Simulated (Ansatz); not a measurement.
Worked sum: formation energy of CuI (zinc blende, F-43m) from the elements

We look at the formation energy of CuI (zinc blende, F-43m) from the elements. Reaction: I (Cmce) + Cu (fcc) → CuI (zinc blende). Negative: the products are lower in energy. The value is per atom of the solid.

CuI (zinc blende, F-43m), 2 atoms in the cell; spin state with PBE: run without spin. Conventional cell: a = b = c = 5.971 Å, α = β = γ = 90.00°.

Setting: static, neutral cells in Ansatz (PAW) whose structures rest at the PBE+D3(BJ) level. Ansatz (an electronic-structure program) runs with its default PAW set. Other levels take these structures. The lattices are those relaxed with PBE+D3(BJ), so at other levels the solids can be strained, which adds to the spread. Spin-orbit coupling is left out. The d electrons get no Hubbard U.

Total energies of the cells in eV, at zero smearing width. They compare only within one column; the weights balance every element.

| cell | atoms | weight | r2SCAN+D4 | RPBE |
|---|---|---|---|---|
| CuI (zinc blende) | 2 | +4 | -14159.91179 | -14152.63380 |
| I (Cmce) | 4 | −1 | -30112.52910 | -30087.79593 |
| Cu (fcc) | 1 | −4 | -6631.43819 | -6630.32356 |

r2SCAN+D4: 4 × (-14159.91179) − (-30112.52910) − 4 × (-6631.43819) = -1.365 eV; dividing by 8 atoms gives -0.17 eV/atom.

RPBE: 4 × (-14152.63380) − (-30087.79593) − 4 × (-6630.32356) = -1.445 eV; dividing by 8 atoms gives -0.18 eV/atom.

What follows from the r2SCAN+D4 value: A formula unit of CuI has 2 atoms, so it forms with -0.1707 × 2 = -0.341 eV, or -32.9 kJ/mol at 96.485 kJ/mol per eV.
